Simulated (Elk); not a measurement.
Band structure of TaN (Fm-3m, 2 atoms in the cell).

```xyz
2
Lattice="0.0000 2.2113 2.2113 2.2113 0.0000 2.2113 2.2113 2.2113 0.0000" Properties=species:S:1:pos:R:3 pbc="T T T"
Ta     2.2113     2.2113     2.2113
N      0.0000     0.0000     0.0000
```

Level of theory: PBE, all-electron FP-LAPW, Elk's shipped species files, default APW+lo basis run with Elk 10.2.4.

Settings: xctype = 20; rgkmax = 7; stype = 0; swidth = 0.00734986 Ha; ngridk = 9 9 9; rmtscf = 0.85.

The starting cell comes from a database of computed structures (which also holds hypothetical and non-ambient phases and stackings), without a prior relaxation at this level. Spin-orbit coupling is off. Spin polarisation is off. Values depend on the basis (sphere radii, cutoffs, local orbitals), which need not be converged.

Levels in eV from the Fermi level, bands 13 to 20:
```
point      13     14     15     16     17     18    19    20
-----  ------  -----  -----  -----  -----  -----  ----  ----
Γ       -3.67  -3.67  -3.67  -1.96  -1.96  -1.96  0.20  0.20
X       -6.51  -5.26  -4.51  -4.51   2.24   3.63  3.63  4.53
W       -7.25  -6.62  -6.62  -0.07  -0.07   3.64  4.11  4.60
K       -7.50  -6.66  -6.00  -2.08   2.56   2.65  4.61  5.12
L      -10.15  -7.37  -7.37   1.99   1.99   2.08  3.86  7.66
U       -7.50  -6.66  -6.00  -2.08   2.56   2.65  4.61  5.12
```

Bands cross the Fermi level along this path, so the cell is metallic at this level.
